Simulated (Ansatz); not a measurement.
Ansatz (a first-principles code) run on F2 (C2/c, 4 atoms in the cell): dielectric-response calculation.

Level of theory: LDA (PW92), default PAW files made with PBE (plane waves; Ansatz).

```yaml
crystal:
  lattice:
    - [2.56910, -1.59194, 0.00000]
    - [2.56910, 1.59194, 0.00000]
    - [-0.56492, 0.00000, 6.63070]
  atoms:
    - { symbol: F, position: [0.59583, 0.91533, 0.59796] }
    - { symbol: F, position: [0.40417, 0.08467, 0.40204] }
    - { symbol: F, position: [0.08467, 0.40417, 0.90204] }
    - { symbol: F, position: [0.91533, 0.59583, 0.09796] }
```

Reference input (self-consistent single point, DFT, LDA (PW92), plane waves, default PAW files made with PBE): basis.ecutwfc = 420 eV; kpoints.mp_grid.grid = 9 9 4; hamiltonian.xc = lda; hamiltonian.pseudopotentials = {kind: paw} (the program's default PAW files); scf.occupations.method = fermi_dirac; scf.occupations.width = 0.01 eV. This run's input differs from it in these lines:

Ansatz 0.2 input:
```diff
@@ -13,3 +13,3 @@
 kpoints:
-  mp_grid: { grid: [9, 9, 4] }
+  mp_grid: { grid: [18, 18, 8], shift: [0.5, 0.5, 0.5] }
 hamiltonian:
@@ -18,7 +18,5 @@
 scf:
-  occupations: { method: fermi_dirac, width: 0.01 }
-output:
-  forces: true
-  eigenvalues: true
-  stress: true
+  occupations: { method: fixed }
+dielectric:
+  field_mesh: kpoints
```

The program printed (abridged):

```
SCF iter   1: F=—  HF=-3163.194000 eV  |F-HF|=—  |Δ(HF+E_count)|=         —  Δρ=1.66e-2  dr2=8.66e-2  ethr=1.77e-3  ⟨swp⟩=4.7  Hψ=95070  notcnv=0  defer=2592
all-band conjugate gradients solve this SCF's bands
preconditioner: auto → none
SCF iter   2: F=—  HF=-3163.163211 eV  |F-HF|=—  |Δ(HF+E_count)|=   3.08e-2  Δρ=4.10e-3  dr2=2.17e-3  ethr=3.09e-4  ⟨swp⟩=2.1  Hψ=49164  notcnv=0  defer=2592
SCF iter   3: F=—  HF=-3163.162338 eV  |F-HF|=—  |Δ(HF+E_count)|=   8.73e-4  Δρ=1.63e-3  dr2=4.10e-4  ethr=7.76e-6  ⟨swp⟩=2.7  Hψ=42370  notcnv=0  defer=2592
SCF iter   4: F=—  HF=-3163.162208 eV  |F-HF|=—  |Δ(HF+E_count)|=   1.30e-4  Δρ=5.19e-4  dr2=4.65e-5  ethr=1.46e-6  ⟨swp⟩=1.0  Hψ=23328  notcnv=0  defer=201
SCF iter   5: F=—  HF=-3163.162190 eV  |F-HF|=—  |Δ(HF+E_count)|=   1.74e-5  Δρ=7.43e-5  dr2=9.24e-7  ethr=1.66e-7  ⟨swp⟩=2.0  Hψ=39041  notcnv=0
SCF iter   6: F=—  HF=-3163.162191 eV  |F-HF|=—  |Δ(HF+E_count)|=   8.45e-7  Δρ=5.04e-6  dr2=5.50e-9  ethr=3.30e-9  ⟨swp⟩=2.0  Hψ=40266  notcnv=0
SCF iter   7: F=-3163.162191 eV  HF=-3163.162191 eV  |F-HF|=4.09e-12  |Δ(HF+E_count)|=   1.02e-9  Δρ=3.96e-7  dr2=2.41e-11  ethr=1.00e-12  ⟨swp⟩=1.3  Hψ=76711  notcnv=0
SCF 1 converged in 7 iterations: F = -3163.162191 eV  dr2 = 2.41e-11
DFPT response loops at Γ: preconditioner auto → none (the input reference at scf.mixing.eps_inf says where Resta's filter doesn't serve); β = 0.50 …
Free energy (F): -3163.162191 eV
Internal energy: -3163.162191 eV  (E = F + TS)
E sigma→0 (E₀):  -3163.162191 eV
Fermi energy:    -2.811517 eV
--- Dielectric response (ions clamped): 3 representative field directions + reference, on 1296 of 2592 k-points (Σ response iterations 23) ---
  k mesh reduced under 1 symmetry operation, with k and −k counted as one. Each operation leaves every solved perturbation unchanged …
  ε∞ (high-frequency dielectric tensor):
        1.629059     0.000000    -0.079780
   [... lines left out ...]
        -0.01382   -0.00000    0.09288
         0.00000    0.13925   -0.00000
    site 3:
         0.00000   -0.01454    0.00000
        -0.01382   -0.00000    0.09288
         0.00000    0.13925   -0.00000
  Z* charge neutrality: 2.602e-5 e pre-enforcement
  k-mesh period / interband length: 53.2 Å / 0.97 Å = 55.17 at k = (0.0278, 0.0278, 0.0625), direct gap 2.438 eV — 14 or more, which is no proof of convergence
```

The run converged in 7 iterations. 

Summary of the result:
- Free energy E − TS (on the zero of these files) = -3163.1622 eV
- Top of the valence band (on the code's own zero) = -2.81 eV
- Gap on the k-point mesh = 2.44 eV
- ε∞ at this k-point mesh, which may be far from converged in small-gap cells (xx, yy, zz) = 1.63, 1.92, 2.90
- Born charges at this mesh (mean of the diagonal, e) = F 0.00, F 0.00, F 0.00, F 0.00

The starting cell comes from a database of computed structures (which also holds hypothetical and non-ambient phases and stackings), without a prior relaxation at this level. Its lattice was rescaled by up to half a per cent. The shifted mesh does not hold Γ, so a gap read on it misses any band edge there.

Cost on one core of a shared machine: roughly 10 min.
